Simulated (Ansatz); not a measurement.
Consider the following.

```
CELL_PARAMETERS angstrom
      3.94173     0.00000     0.00000
      0.00000     3.94173     0.00000
      0.00000     0.00000     3.94173
ATOMIC_POSITIONS crystal
  Sc 0.00000 0.00000 0.00000
  Pd 0.50000 0.50000 0.00000
  Pd 0.00000 0.50000 0.50000
  Pd 0.50000 0.00000 0.50000
```

Computed with PBEsol, DFPT electron-phonon coupling, linearised Boltzmann equation (plane waves, PAW, scalar-relativistic; Ansatz, an electronic-structure program). Geometry: relaxed with this functional, without spin-orbit coupling.

### Question
Predict the intrinsic resistivity at 300 K.

### Answer
11.5 μΩ·cm.

### Question
And the electrons' mean free path at that temperature?

### Answer
14.8 nm, weighted by the current that each state carries. Wires not much wider than this gain resistivity from their walls.

A metal at this level (no band gap). Only scattering by harmonic phonons is included (no impurities, grain boundaries, electron-electron scattering or thermal expansion). Spin-orbit coupling is left out. The run warned that the eigensolver left some states short of its tolerance. Halving the electron mesh (20x20x20) moves the resistivity by up to 1 % at 300 K, the mean free path by up to 5 %. Smearing 0.20 eV; phonons on a 4x4x4 q mesh, which this run doesn't test.

Formula and space group known from diffraction (Crystallography Open Database), not checked to be the room-temperature form: ScPd3 (Pm-3m).
